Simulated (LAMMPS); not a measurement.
MD of Al (fcc) at zero pressure, 864 atoms, as a liquid; each row is its own run.

Model: classical MD, pair style meam, file MoCoNiVFeAlCr_2nn.meam; code LAMMPS.

```csv
T (K),volume (Å³/atom)
510,17.841
650,18.143
840,18.612
930,18.827
1030,19.089
1170,19.446
1210,19.547
1310,19.832
1490,20.352
```

Fit a straight line, y = a + b x, to these rows (x is the first column, y the second) and predict the run at x = 750.

Least squares gives a = 16.484 and b = 0.002553. At x = 750 the fit predicts 18.399 Å³/atom. The run itself gave 18.400 ± 0.006 Å³/atom, so the fit is 0.0054 % low, within the run's error.

Caution (rows 510; 650; 750; 840): this liquid lies under the melting point of about 940 K that MEAM MoCoNiVFeAlCr_2nn.meam gives, so it is undercooled.
